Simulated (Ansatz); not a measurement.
Defect calculation: S on the N site (broken-bond start) in zinc-blende BN

Calculation: PBE, PAW (plane waves to 420 eV; Ansatz, a program for electronic structure). A 2×2×2 supercell of 64 sites was used; the energies come from a 2×2×2 shifted sampling of its zone. Sites at the start: the N site; started 0.95 Å off site, one bond broken. Finite-size correction: monopole term and site-potential alignment. Dielectric constants: PBE linear response of the host. Host gap at this level: 4.46 eV. Finite-size and sampling errors can reach tenths of an eV here. PBE underestimates the host's gap, which shifts levels and can delocalise carriers. Spin–orbit coupling is left out. Each state is the lowest found from its start.

```
charge         moment (μB)  largest move off a lattice site (Å)  image correction with alignment (eV)
------  ------------------  -----------------------------------  ------------------------------------
+1      not spin-polarised                                 0.22                                  0.66
0*                     1.0                                 0.24                                     –
−1*     not spin-polarised                                 0.26                                     –
```

* At this level the carrier isn't localised at the defect: at charge 0 electrons occupy the conduction band; at charge −1 electrons occupy the conduction band. Such a state is shallow or no state of the defect, and this cell gives it no level.

No other site or start that was run ended lower by more than 0.1 eV.

Flagged in the runs: a doubtful potential alignment, a strain field that reaches the edge of the cell.
